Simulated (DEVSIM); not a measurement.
Structure: Pt/Al2O3/n-Si capacitor, at 400 K.

Layer 1 from the left is Al2O3, thickness (nm) 4.40. Layer 2 from the left is Si, thickness (nm) 630, Nd (cm⁻³) 8.2e17.

Metal gate on the left, work function 5.6 eV. Fixed charge at the semiconductor interface 1.3e10 cm⁻² (in units of +e); no interface traps.

The device is made up for the run: typed textbook-type constants, with dimensions and the other settings drawn at random. Values at 300 K; Nc and Nv go as T^1.5, mobilities as T to minus their exponent, the gap by Varshni's rule with the affinity fixed.

Al2O3: gap (eV) 6.8, affinity (eV) 1.35, permittivity 9. Si: gap (eV) 1.124, affinity (eV) 4.05, permittivity 11.7, Nc (cm⁻³) 2.86e19, Nv (cm⁻³) 3.1e19, Varshni α (eV/K) 0.000473, Varshni β (K) 636.

Simulated with DEVSIM: 1D Poisson equation in equilibrium, Boltzmann statistics, complete ionisation; no quantum confinement or tunnelling. Metal contacts follow the ideal Schottky-Mott rule: no Fermi-level pinning, no interface dipoles.

Q: What does the simulation give for the threshold voltage (band bending 2φF), the minimum of the low-frequency capacitance?

A: threshold voltage (band bending 2φF) 0.33 V; minimum of the low-frequency capacitance 0.280 μF/cm².
